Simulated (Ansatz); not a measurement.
An Ansatz (a quantum-chemistry and plane-wave program) input (r2SCAN (Ansatz, PAW, no SOC), earlier PAW set):

Ansatz 0.2 input:
```yaml
crystal:
  lattice:
    - [4.5252479412, -6.3988537541, 0]
    - [4.5252479412, 6.3988537541, 0]
    - [0, 0, 4.5283839347]
  atoms:
    - { symbol: Te, position: [0, 0.5, 0] }
    - { symbol: S, position: [0.5, 0.5, 0.5] }
    - { symbol: Te, position: [0, 0, 0.5] }
    - { symbol: Te, position: [0.5, 0, 0] }
    - { symbol: Pb, position: [0.2661281266, 0.2661281266, 0] }
    - { symbol: Pb, position: [0.7396716001, 0.2603283999, 0.5] }
    - { symbol: Pb, position: [0.2603283999, 0.7396716001, 0.5] }
    - { symbol: Pb, position: [0.7338718734, 0.7338718734, 0] }
basis: { ecutwfc: 500, ecutrho_ratio: 4, xc_grid: 4, fft_grid_basis: typed }
kpoints: { mp_grid: { grid: [5, 5, 7] } }
hamiltonian:
  xc: r2scan
  dispersion: none
  pseudopotentials: { azcp: { folder: ./paw }, kind: paw }
scf: { occupations: { method: fermi_dirac, width: 0.05 }, convergence: { dr2_threshold: 0.0000000008 } }
output: { forces: true, stress: true }
checkpoint: { write: state.ck, write_every: 1000 }
```

Which symmetry and how many k-points will the program report, and about how many plane waves at Γ?

Space group Cmmm (ITA 65) with 8 operations, k-points 36 of 175, and 6699 plane waves at Γ.

Each cell is one ordered arrangement of few atoms, which overstates ordering effects compared with a random alloy. Stability against distortions was not tested. The cell was made from PbS by this change: x(Te) = 0.75, 8 atoms, Cmmm.
